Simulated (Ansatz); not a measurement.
Results of LDA (Ansatz, a quantum-chemistry and plane-wave program, plane waves, PAW) for LuAlN2 (model structure, started from the ScAlN2 type, P3m1, No. 156, 4 atoms in the cell).

Settings: plane-wave cutoff 520 eV, 12×12×6 k mesh (along the axes of the cell as run), Fermi–Dirac smearing 0.01 eV, scalar-relativistic PAW data made under PBE.

Cell (relaxed at this level):

AlLuN₂ is taken in the trigonal space group P3m1 (No. 156), Pearson symbol hP4. Lattice parameters: a = b = 3.3656 Å, c = 5.2993 Å, α = β = 90.00°, γ = 120.00°. Lu on 1b is surrounded by 3 N at 2.079 Å and 1 N at 2.220 Å and 1 N at 3.079 Å. N1 on 1b is surrounded by 3 Al at 2.004 Å and 1 Lu at 2.220 Å and 1 Lu at 3.079 Å. Al on 1c sees 1 N at 1.850 Å and 3 N at 2.004 Å (tetrahedral). N2 on 1c is coordinated by 1 Al at 1.850 Å and 3 Lu at 2.079 Å (tetrahedral). (Neighbours: up to the widest gap in distance over summed covalent radii, below 1.35, at either atom; cation-cation and far metal-metal contacts left out.)

Q: Give the computed band gap, smallest direct gap on the k points sampled and Γ–Γ gap.

A: 
* **band gap**: 2.30 eV
* **smallest direct gap on the k points sampled**: 2.99 eV
* **Γ–Γ gap**: 3.04 eV

Note: the relaxation could raise the start's symmetry but not lower it, so the cell can be a saddle point.

Spin–orbit coupling is not included.

Cost on a shared machine: very roughly 40 core-seconds.

A model structure was made by putting elements into a prototype or built by hand; it is no filed structure, need not be a known phase, and can be a saddle point held by its symmetry.
